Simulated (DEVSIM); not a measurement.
Structure: In0.49Ga0.51P/GaAs n-p heterojunction, at 400 K.

| layer (left to right) | material | thickness (μm) | Nd (cm⁻³) | Na (cm⁻³) | τn (s) | τp (s) |
|---|---|---|---|---|---|---|
| 1 | In0.49Ga0.51P | 1.20 | 2.7e17 | - | 5.5e-10 | 5.5e-10 |
| 2 | GaAs | 0.330 | - | 3e16 | 5.5e-10 | 5.5e-10 |

Left contact: ohmic. Right contact: ohmic. Voltage is applied to the left contact. Recombination: SRH at mid-gap, radiative, Auger. Mobility is constant in doping. Where it depends on doping, it is μmin + (μ − μmin)/(1 + (N/Nref)^α).

This is a model device: material constants are rounded textbook-type values typed into the input, and sizes, dopings and lifetimes were drawn at random. Values at 300 K; Nc and Nv go as T^1.5, mobilities as T to minus their exponent, the gap by Varshni's rule with the affinity fixed. The table also holds parameters that only a changed run uses.

```csv
parameter,In0.49Ga0.51P,GaAs
gap (eV),1.89,1.424
affinity (eV),4,4.07
permittivity,11.8,12.9
Nc (cm⁻³),9e17,4.7e17
Nv (cm⁻³),1.3e19,9e18
μn (cm²/Vs),1500,8500
μp (cm²/Vs),80,400
"μn,min",400,500
"μp,min",15,20
"Nref,n",2e16,6e16
"Nref,p",1.5e17,1.5e17
αn,0.7,0.39
αp,0.8,0.38
T exponent of μn,1.66,2.1
T exponent of μp,2,2.2
B (cm³/s),1e-10,2e-10
Cn (cm⁶/s),3e-30,1e-30
Cp (cm⁶/s),3e-30,1e-30
Varshni α (eV/K),0.0005,0.000541
Varshni β (K),250,204
```

Simulated with DEVSIM: 1D drift-diffusion, Boltzmann statistics, complete ionisation; no tunnelling, impact ionisation, image-force lowering or self-heating. Band offsets follow the typed affinities; no thermionic-emission limit at abrupt steps, no polarisation charge.

Base results: dark forward voltage at 100 A/cm² (V) 0.856; largest field in the device at zero bias (V/cm) 100000; potential step across the device at zero bias (V) 1.179; dark forward voltage at 1 A/cm² (V) 0.689.

**Question.** What follows from this one change: doping Nd of layer 1 2.7e+17 → 2.7e+16 cm^-3?

**Answer.** dark forward voltage at 100 A/cm² 0.856 → 0.866 V; largest field in the device at zero bias 100000 → 68000 V/cm; potential step across the device at zero bias 1.179 → 1.100 V; dark forward voltage at 1 A/cm² 0.689 → 0.698 V.

**Question.** What follows from this one change: thickness of layer 2 0.33 → 1.7 μm?

**Answer.** dark forward voltage at 100 A/cm² 0.856 → 0.921 V; largest field in the device at zero bias little changed (100000 V/cm); potential step across the device at zero bias little changed (1.179 V); dark forward voltage at 1 A/cm² 0.689 → 0.753 V.

**Question.** What follows from this one change: temperature 400 → 300 K?

**Answer.** dark forward voltage at 100 A/cm² 0.856 → 1.048 V; largest field in the device at zero bias little changed (110000 V/cm); potential step across the device at zero bias 1.179 → 1.315 V; dark forward voltage at 1 A/cm² 0.689 → 0.924 V.

**Question.** What follows from this one change: doping-dependent mobility in place of the constant one?

**Answer.** dark forward voltage at 100 A/cm² 0.856 → 0.874 V; largest field in the device at zero bias little changed (100000 V/cm); potential step across the device at zero bias little changed (1.179 V); dark forward voltage at 1 A/cm² 0.689 → 0.706 V.
